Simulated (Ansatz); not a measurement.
Effect of uniaxial strain ε_yy = −4.17 % on GaN

Consider GaN in the zinc blende structure (space group F-43m, No. 216; a = 4.4982 Å). Axes: x, y, z lie along the cube axes.

The change: uniaxial strain ε_yy = −4.17 %, all other strain components held at zero, atoms relaxed at fixed cell.

The values are results of r2SCAN/PAW in Ansatz (a program for electronic structure), spin-orbit coupling left out, earlier PAW set, not measurements. Γ-centred 13×13×13 mesh, Fermi–Dirac width 0.05 eV.

```tsv
quantity	base	changed	shift
volume per atom	11.38 Å³	10.90 Å³	-0.474 Å³
space group	F-43m (No. 216)	I-4m2 (No. 119)	–
shortest interatomic distance	1.948 Å	1.921 Å	-0.027 Å
energy relative to the base (free energy F)	0 meV/atom	+18 meV/atom	+18 meV/atom
band gap	2.17 eV	2.33 eV	+0.16 eV
gap character	direct at Γ	direct at Γ	–
hole mass	–	0.19 mₑ along y, 0.81 mₑ across (at Γ)	–
valence-band top at Γ (three highest levels, from the VBM)	0.00, 0.00, 0.00 eV	0.00, -0.19, -0.19 eV	–
valley order (the lowest conduction-band minima on the path, energy above the VBM, named in the base's zone)	Γ 2.17 eV	Γ 2.33 eV; X along [010] 3.48 eV; X along [001] 3.78 eV	–
stress (xx, yy, zz, yz, xz, xy; compression positive)	–	(7.37, 12.21, 7.37, 0.00, 0.00, 0.00) GPa	–
```

Final structure:

```xyz
2
Lattice="0.0000 2.1553 2.2491 2.2491 0.0000 2.2491 2.2491 2.1553 0.0000" Properties=species:S:1:pos:R:3 pbc="T T T"
N      3.3736     3.2329     3.3736
Ga     0.0000     0.0000     0.0000
```

Masses are band curvatures over ±0.01 Å⁻¹ around the edge. Stability against distortions was not tested. This is not the structure that GaN has at room temperature and ambient pressure. Labels are those of the standard path for the cell's own space group.
